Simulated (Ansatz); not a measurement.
An Ansatz (a first-principles code) run: HfO2 with a change (pressure 10 GPa); Ansatz r2SCAN, spin-orbit coupling left out, earlier PAW set.

Input:

Ansatz 0.2 input:
```yaml
crystal:
  lattice:
    - [3.5451738891, 0, 0]
    - [0, 3.5451738891, 0]
    - [0, 0, 5.1150274954]
  atoms:
    - { symbol: Hf, position: [0, 0, 0] }
    - { symbol: Hf, position: [0.5, 0.5, 0.5] }
    - { symbol: O, position: [0, 0.5, 0.2036794233] }
    - { symbol: O, position: [0, 0.5, 0.7036794233] }
    - { symbol: O, position: [0.5, 0, 0.2963205767] }
    - { symbol: O, position: [0.5, 0, 0.7963205767] }
basis: { ecutwfc: 500, ecutrho_ratio: 4, xc_grid: 4, fft_grid_basis: typed }
kpoints: { mp_grid: { grid: [9, 9, 7] } }
hamiltonian:
  xc: r2scan
  dispersion: none
  pseudopotentials: { azcp: { folder: ./paw }, kind: paw }
scf: { occupations: { method: fermi_dirac, width: 0.05 } }
relax: { f_tol: 0.01, max_steps: 60, cell: { stress_tol: 0.02, p_target: 10 } }
output: { forces: true, stress: true }
checkpoint: { write: state.ck, write_every: 1000 }
```

Output (explanatory and most iteration lines left out):

```
Relaxation: its limit of steps is 60 (relax.max_steps)
Pseudopotential: Hf, paw, valence charge 26
Pseudopotential: O, paw, valence charge 6
Crystal: 6 atoms, lattice volume = 64.287 Å³
Basis set: ecut = 500 eV, 1659 PW (Γ), exchange–correlation on 108×108×160 points (64 copies of the dense FFT grid, shifted against one another)
Bands: 46, of which v1, the nominal top of the filled ones, is band 38 counted from 1 (37 counted from 0)
Symmetry: 16 space group operations
Space group: P42/nmc (ITA 137), of the structure as read, at distance tolerance 4.0e-5 Å
k-points: 60 of 567
Functional: x = r2scan, c = r2scan; τ floored in thin density (d = 2e-4 eV/Å³)
SCF iter   1: F=—  HF=-33754.402146 eV  |F-HF|=—  |Δ(HF+E_count)|=         —  Δρ=9.13e-2  dr2=3.95e0  dr2_τ=3.80e-1  ethr=3.10e-3  ⟨swp⟩=5.8  Hψ=8865  notcnv=0
SCF iter   2: F=—  HF=-33754.054316 eV  |F-HF|=—  |Δ(HF+E_count)|=   3.48e-1  Δρ=4.71e-2  dr2=1.14e0  dr2_τ=8.29e-2  ethr=3.10e-3  ⟨swp⟩=2.0  Hψ=5773  notcnv=0  defer=230
SCF 1 converged in 9 iterations: F = -33753.978506 eV  dr2 = 5.63e-8
relax step   1: F+E_penalty+E_count = -33753.97850649 eV  Δ(F+E_penalty+E_count) = +0.000e0 eV  max|allowed force component| = 1.988e-4 eV/Å  Δτ_max = 0.0000 Å  P = +7.505 GPa  Ω = 64.287 Å³  (9 SCF iters, dr2 threshold 1.00e-7 eV, accepted)
[... steps on the carried basis left out ...]
relax step   7: F+E_penalty+E_count = -33753.94244812 eV  Δ(F+E_penalty+E_count) = +4.871e-4 eV  max|allowed force component| = 1.376e-4 eV/Å  Δτ_max = 0.0000 Å  P = +10.007 GPa  Ω = 63.626 Å³  stress off target by 7.05e-3 GPa  SCF on the basis re-selected at this cell (its energy is not comparable with the rows above)  (6 SCF iters)
SCF converged after 6 iterations
Free energy (F): -33753.942448 eV
Internal energy: -33753.942448 eV  (E = F + TS)
E sigma→0 (E₀):  -33753.942448 eV
Fermi energy:    16.898574 eV
--- Forces (eV/Å), atoms counted from 1 ---
  atom   1  Hf     0.00000000    -0.00000000     0.00000000
  atom   2  Hf     0.00000000     0.00000000    -0.00000000
  atom   3  O      0.00000000    -0.00000000    -0.00013758
  atom   4  O     -0.00000000     0.00000000    -0.00013758
  atom   5  O     -0.00000000     0.00000000     0.00013758
  atom   6  O      0.00000000    -0.00000000     0.00013758
--- Stress (GPa, compression-positive) ---
       10.006371      -0.000000      -0.000000
       -0.000000      10.006371       0.000000
       -0.000000       0.000000      10.007050
  P = ⅓ Tr σ = 10.0066 GPa (100.066 kbar)
--- Relaxed structure (6 steps of the walk, 6 accepted, 1 SCFs on fresh bases) ---
  cell:  # Å, volume = 63.6264 Å³
    - [3.5354635471392153, 1.2782965167223153e-34, -6.2691296037231375e-34]
    - [1.2782965167223153e-34, 3.5354635471392153, 7.323573793721598e-35]
    - [-1.1504312371018196e-33, 1.0566556815351803e-34, 5.0903115640926915]
  atoms:
    - { symbol: Hf, position: [2.5323552835538715e-35, 2.8294479878287083e-37, -5.299102367780712e-20] }
    - { symbol: Hf, position: [0.5, 0.5, 0.5] }
    - { symbol: O, position: [-6.635102189854785e-35, 0.5, 0.20591987530747397] }
    - { symbol: O, position: [3.2113908422101233e-35, 0.5, 0.705919875307474] }
    - { symbol: O, position: [0.5, -3.1123927866115754e-36, 0.2940801246925261] }
    - { symbol: O, position: [0.5, -5.658895975657458e-37, 0.7940801246925263] }
```

Spin-orbit coupling, missing from the scalar runs, can matter with Hf. Load acts through the strain it causes; cell and atoms are relaxed under it. Stability against distortions was not tested. Competing high-pressure phases were not computed. The cell was made from HfO₂ (space group P4_2/nmc, No. 137) by this change: pressure 10 GPa. This is not the structure that HfO2 has at room temperature and ambient pressure.
